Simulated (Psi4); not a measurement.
Psi4 1.11, PBE0/def2-svpd: ammonia borane ([BH3-][NH3+]), 8 atoms. The geometry is a generated start, not checked to be a minimum at this level.

| Quantity | Value |
|---|---|
| task | gradient |
| method | pbe0 |
| basis | def2-svpd |
| memory | 7 GB |
| scf_type | df (default) |
| guess | auto, which took SAD (default) |
| diis_max_vecs | 10 (default) |
| scf_initial_accelerator | adiis (default) |
| e_convergence | 1e-08 (default) |
| d_convergence | 1e-08 (default) |
| basis functions (reference run) | 88 |
| grid points (reference run) | 1475273 |

```xyz
8

B     -0.8220     0.1121    -0.0201
N      0.8211    -0.1142     0.0214
H     -1.2257    -0.6133    -0.8723
H     -0.9778     1.2638    -0.2805
H     -1.2154    -0.1801     1.0665
H      1.0158    -1.0717     0.2912
H      1.2144     0.5303     0.6976
H      1.1895     0.0730    -0.9040
```
Charge 0, spin multiplicity 1.

Differences are taken against the run with dft_radial_points = 200, dft_spherical_points = 974, dft_pruning_scheme = none (default); no run here is proven converged. One run each, on a shared machine, so no times are given.

Settings tried, all else as in the reference:
- dft_radial_points = 75 (default), dft_spherical_points = 302 (default), dft_pruning_scheme = robust
- dft_radial_points = 75 (default), dft_spherical_points = 302 (default), dft_pruning_scheme = treutler
- dft_radial_points = 35, dft_spherical_points = 110
- dft_radial_points = 75 (default), dft_spherical_points = 434
- dft_radial_points = 50, dft_spherical_points = 194
- dft_radial_points = 99, dft_spherical_points = 590
- dft_radial_points = 75 (default), dft_spherical_points = 302 (default)
- dft_radial_points = 99, dft_spherical_points = 590, dft_pruning_scheme = treutler
- dft_radial_points = 150, dft_spherical_points = 770
- dft_radial_points = 25, dft_spherical_points = 50

Which settings reproduce the reference to 0.10 meV/atom in energy, 1.0 meV/Å in forces (largest component)?

Within it: dft_radial_points = 150, dft_spherical_points = 770; dft_radial_points = 99, dft_spherical_points = 590; dft_radial_points = 75 (default), dft_spherical_points = 434; dft_radial_points = 75 (default), dft_spherical_points = 302 (default); dft_radial_points = 75 (default), dft_spherical_points = 302 (default), dft_pruning_scheme = robust. At the edge (between 0.75 and 1.33 times the tolerance): dft_radial_points = 50, dft_spherical_points = 194. Outside: dft_radial_points = 75 (default), dft_spherical_points = 302 (default), dft_pruning_scheme = treutler; dft_radial_points = 99, dft_spherical_points = 590, dft_pruning_scheme = treutler; dft_radial_points = 35, dft_spherical_points = 110; dft_radial_points = 25, dft_spherical_points = 50.

```
setting                                                                                                grid points  energy against the reference  difference in forces (largest component)
-----------------------------------------------------------------------------------------------------  -----------  ----------------------------  ----------------------------------------
the reference                                                                                              1475273                             —                                         —
dft_radial_points = 150, dft_spherical_points = 770                                                         880127          under 0.001 meV/atom                              0.0047 meV/Å
dft_radial_points = 99, dft_spherical_points = 590                                                          446161          under 0.001 meV/atom                               0.018 meV/Å
dft_radial_points = 75 (default), dft_spherical_points = 434                                                249949          under 0.001 meV/atom                               0.029 meV/Å
dft_radial_points = 75 (default), dft_spherical_points = 302 (default)                                      174056              −0.0075 meV/atom                                0.20 meV/Å
dft_radial_points = 75 (default), dft_spherical_points = 302 (default), dft_pruning_scheme = robust         120156              −0.0074 meV/atom                                0.20 meV/Å
dft_radial_points = 50, dft_spherical_points = 194                                                           75770               −0.040 meV/atom                                 1.2 meV/Å
dft_radial_points = 75 (default), dft_spherical_points = 302 (default), dft_pruning_scheme = treutler        96924               −0.047 meV/atom                                 3.2 meV/Å
dft_radial_points = 99, dft_spherical_points = 590, dft_pruning_scheme = treutler                           236203               −0.046 meV/atom                                 3.8 meV/Å
dft_radial_points = 35, dft_spherical_points = 110                                                           30134               −0.053 meV/atom                                  14 meV/Å
dft_radial_points = 25, dft_spherical_points = 50                                                             9790                +0.63 meV/atom                                  85 meV/Å
```

Total energies are compared; such shifts often cancel in part in energy differences. The gradients leave out the derivatives of the grid weights. Also tried and not ranked: dft_radial_points = 99, dft_spherical_points = 590, dft_pruning_scheme = robust (same energy as a listed run). The tolerance is a choice made for this comparison.
